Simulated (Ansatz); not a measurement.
# GaAs: pressure series

Base system: GaAs (space group Pa-3, No. 205; a = 6.9270 Å; a cell from a computed database, its experimental status unchecked).

Cell and atoms are relaxed at each pressure.

The values are results of plane-wave PAW DFT at the PBEsol level (Ansatz, a program for electronic structure, 420 eV), spin-orbit coupling left out, not measurements.

```csv
P (GPa),V (Å³/atom)
-2.00,21.450
-0.99,21.095
0.30,20.684
0.70,20.568
1.50,20.342
2.99,19.955
4.99,19.494
7.49,18.984
9.99,18.543
```

**Question.** Fit a third-order Birch–Murnaghan equation of state.

**Answer.** Least squares on P(V) = (3B₀/2)[(V₀/V)^(7/3) − (V₀/V)^(5/3)]·[1 + (3/4)(B₀′ − 4)((V₀/V)^(2/3) − 1)] gives V₀ = 20.78 Å³/atom, B₀ = 68 GPa and B₀′ = 4.6.

Load acts through the strain it causes; cell and atoms are relaxed under it. Stability against distortions was not tested. No other phases were tried under pressure. All final runs are without spin polarisation. This is not the structure that GaAs has at room temperature and ambient pressure.
